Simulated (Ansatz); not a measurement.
The starting structures come from a database of crystals and need not be the phases stable at ambient conditions.

 Where the default PAW files enter, the runs use the earlier of Ansatz's two default sets.

Tunnelling through a barrier is set by its complex band structure: the current falls as exp(−2κd) with the smallest κ.

Input:

```yaml
crystal:
  lattice:
    - [6.53848, 0.00000, 0.00000]
    - [-3.26924, 5.66249, 0.00000]
    - [3.26924, 1.88750, 2.75547]
  atoms:
    - { symbol: Tl, position: [0.99309, 0.99654, 0.01037] }
    - { symbol: I, position: [0.98563, 0.49282, 0.52155] }
    - { symbol: O, position: [0.63772, 0.53524, 0.82703] }
    - { symbol: O, position: [0.63772, 0.10248, 0.82703] }
    - { symbol: O, position: [0.07049, 0.53524, 0.82703] }
```

Space group of this cell: R3m. The cell was relaxed by PBE-D3(BJ); by r2SCAN its mean pressure is -4.3 GPa.

Transport runs along the normal of the first two printed cell vectors, the (001) plane of the conventional cell.

No gap correction and no spin-orbit coupling; mid-gap values are interpolated between computed energies.

Question: Estimate the band gap and the smallest decay constant κ at mid-gap that r2SCAN (Ansatz, a quantum-chemistry and plane-wave program) returns for this system.

Answer: Gap 3.39 eV on a 12×12×12 mesh; κ = 0.442 1/Å, at the zone centre.
